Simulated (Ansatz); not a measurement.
Where the default PAW files enter, the runs use the earlier of Ansatz's two default sets.

Here is the system:

```
CsBr
1.0
    4.32562     0.00000     0.00000
    0.00000     4.32562     0.00000
    0.00000     0.00000     4.32562
Cs Br
1 1
Direct
  0.00000   0.00000   0.00000
  0.50000   0.50000   0.50000
```

Space group of this cell: Pm-3m, CsCl type. The cell is taken as given.

Transport runs along the normal of the first two printed cell vectors, the (001) plane of the conventional cell.

The gap is the functional's own, uncorrected, and κ follows it; spin-orbit coupling is left out. Mid-gap values are interpolated between the computed energies.

**Question.** Predict the band gap and the smallest decay constant κ at mid-gap from r2SCAN (Ansatz, a program for electronic structure).

**Answer.** Gap 5.18 eV on a 8×8×8 mesh; κ = 0.343 1/Å, at the zone centre.
